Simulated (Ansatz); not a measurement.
The parent structure is CdGeAs$_{2}$ in the chalcopyrite structure (space group I-42d, No. 122; a = 5.942 Å, c = 11.312 Å). Axes: x, y, z lie along a, b, c of the conventional cell.

All numbers come from Kohn–Sham DFT with the PBEsol functional, run in Ansatz (a first-principles code) with PAW and 420 eV plane waves, no spin-orbit coupling.

Strains are applied to the cell and any free atomic positions relax; under biaxial strain the out-of-plane vector relaxes too.

One change was made to it. Results:

The pressure (mean of the normal stresses, compression positive) goes from zero to 4.0 kbar; the energy rises by 0.7 meV/atom; the shortest interatomic distance shrinks by 0.003 Å, from 2.447 Å to 2.444 Å.

Question: Which of these changes matches the shifts?
A. biaxial strain −2.25 %, plane normal [001], relaxed out of plane
B. biaxial strain −0.75 %, plane normal [001], relaxed out of plane
C. biaxial strain −3.00 %, plane normal [001], relaxed out of plane

Answer: B, biaxial strain −0.75 %, plane normal [001], relaxed out of plane. For comparison, the energy relative to the base in the other runs: biaxial strain −2.25 %, plane normal [001], relaxed out of plane gives +6.5 meV/atom; biaxial strain −3.00 %, plane normal [001], relaxed out of plane gives +12 meV/atom.

A case with no gap was solved on a k-mesh chosen for an insulator, which is coarse for it. Stability against distortions was not tested. All final runs are without spin polarisation.
